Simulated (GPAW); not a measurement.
Band structure of ZrGeS (P4/nmm, 6 atoms in the cell).

```
ZrGeS
1.0
    3.54845     0.00000     0.00000
    0.00000     3.54845     0.00000
    0.00000     0.00000     7.87235
Zr Ge S
2 2 2
Direct
  0.00000   0.50000   0.72519
  0.50000   0.00000   0.27481
  0.50000   0.50000   0.00000
  0.00000   0.00000   0.00000
  0.00000   0.50000   0.37856
  0.50000   0.00000   0.62144
```

Method: PBEsol, GPAW PAW datasets PBEsol (made by gpaw-setup) (plane waves; GPAW 25.7.0).

Settings: mode = pw; ecut = 550 eV; xc = PBEsol; kpts = 7 7 3; mesh shift (steps) = 0 0 0; occupations.name = fermi-dirac; occupations.width = 0.136 eV; nbands = -12; convergence.forces = 0.001 eV/Å; symmetry.symmorphic = false; symmetry.tolerance = 0.0005; maxiter = 100; bandpath_npoints = 40.

The starting cell comes from a database of computed structures (which also holds hypothetical and non-ambient phases and stackings), without a prior relaxation at this level. Its lattice was rescaled by a random factor within 2.5 % of one.

Levels in eV from the Fermi level, bands 19 to 26:
| point | 19 | 20 | 21 | 22 | 23 | 24 | 25 | 26 |
|---|---|---|---|---|---|---|---|---|
| Γ | -2.59 | -2.33 | -2.33 | -1.17 | -0.28 | 0.44 | 0.93 | 1.18 |
| X | -1.95 | -1.95 | -0.68 | -0.68 | 0.66 | 0.66 | 1.93 | 1.93 |
| M | -3.95 | -3.95 | -2.56 | -2.56 | 2.72 | 2.72 | 2.96 | 2.96 |
| Z | -3.07 | -2.93 | -2.31 | -2.31 | 0.27 | 0.95 | 1.15 | 1.18 |
| R | -2.18 | -2.18 | -0.37 | -0.37 | 0.82 | 0.82 | 1.76 | 1.76 |
| A | -3.92 | -3.92 | -2.59 | -2.59 | 1.52 | 1.52 | 2.81 | 2.81 |

Bands cross the Fermi level along this path, so the cell is metallic at this level.
